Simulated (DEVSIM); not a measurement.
Device: Si p+/n-/n+ power diode, at 250 K.

Layer 1 from the left is Si, thickness (μm) 1.20, Na (cm⁻³) 1e18, τn (s) 7.5e-5, τp (s) 7.5e-5. Layer 2 from the left is Si, thickness (μm) 68.0, Nd (cm⁻³) 4.1e14, τn (s) 7.5e-5, τp (s) 7.5e-5. Layer 3 from the left is Si, thickness (μm) 1.50, Nd (cm⁻³) 1.6e18, τn (s) 7.5e-5, τp (s) 7.5e-5.

Left contact: ohmic. Right contact: ohmic. Voltage is applied to the left contact. Recombination: SRH at mid-gap. Gap narrowing is on: ΔEg = 6.92 meV × (l + √(l² + 0.5)), l = ln(N/1.3e17 cm⁻³), shared equally by both band edges. Mobility is constant in doping.

Constants are typed, rounded textbook-type inputs, not results; the design itself was drawn at random and stands for no fabricated device. Values at 300 K; Nc and Nv go as T^1.5, mobilities as T to minus their exponent, the gap by Varshni's rule with the affinity fixed.

Si: gap (eV) 1.124, affinity (eV) 4.05, permittivity 11.7, Nc (cm⁻³) 2.86e19, Nv (cm⁻³) 3.1e19, μn (cm²/Vs) 1417, μp (cm²/Vs) 470, T exponent of μn 2.3, T exponent of μp 2.2, Varshni α (eV/K) 0.000473, Varshni β (K) 636.

Simulated with DEVSIM: 1D drift-diffusion, Boltzmann statistics, complete ionisation; no tunnelling, impact ionisation, image-force lowering or self-heating.

What does the simulation give for the potential step across the device at zero bias, the dark forward voltage at 1 A/cm²?

potential step across the device at zero bias 0.980 V; dark forward voltage at 1 A/cm² 0.739 V.
